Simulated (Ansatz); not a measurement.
CuGaSe2: band gap against strain

CuGaSe2 (chalcopyrite, I-42d, 21.475 Å³/atom and stress up to 0.01 GPa in the relaxed cell, c along z) under a strain ε along c (axis z), the other axes held. PBEsol in Ansatz, a plane-wave DFT program (PAW, default set), 420 eV, 8×8×8 Γ-centred mesh, Fermi-Dirac smearing 0.05 eV; ions are relaxed, or left where forces stay under 0.02 eV/Å, within the symmetry of each cell. Gaps are the smallest over the k-mesh and a band path, without spin-orbit coupling; in all rows the valence edge lies at Γ and the conduction edge at Γ.

Here s stands for strain and Eg for gap.

```csv
strain (%),gap (eV)
-3.00,?
-2.25,0.197
-1.50,0.171
-0.75,0.146
0.00,0.121
```

The 4 complete rows are fitted with a straight line, Eg against s. Means: s -1.1250, Eg 0.1588. About the means, the sum of products is -0.094875 and the sum of squares of s is 2.8125; the slope is their ratio. Least squares gives Eg = 0.1208 - 0.03373·s. Residuals (row less fit): 0.0003, -0.0004, -0.0001, 0.0002; standard error 0.0004 (degrees of freedom: 2). Over these rows the gap moves by -3.37 ± 0.02 eV per unit strain.

Problem. Predict the withheld Eg at s = -3.00 from the fit, and compare with the calculation.

Solution. Eg = 0.1208 - 0.03373 × (-3.00) = 0.2220 eV. The calculation gives 0.224 eV, 0.0020 eV above the prediction (1.9 % of the range of Eg in the table). The row lies outside the fitted rows, so this is an extrapolation. The scatter of the fitted rows lies at the last printed digit.

Spin-orbit coupling is left out, which can shift this property for GaCuSe2. Rows are the converged runs of the series near zero and its far end; series whose fitted rows scatter by over a few per cent of the range, as at a crossing or softening among them, aren't shown in this form, nor equations of state whose B0' disagrees with the runs' pressures. Most that stay on the fit to the last digits aren't either.
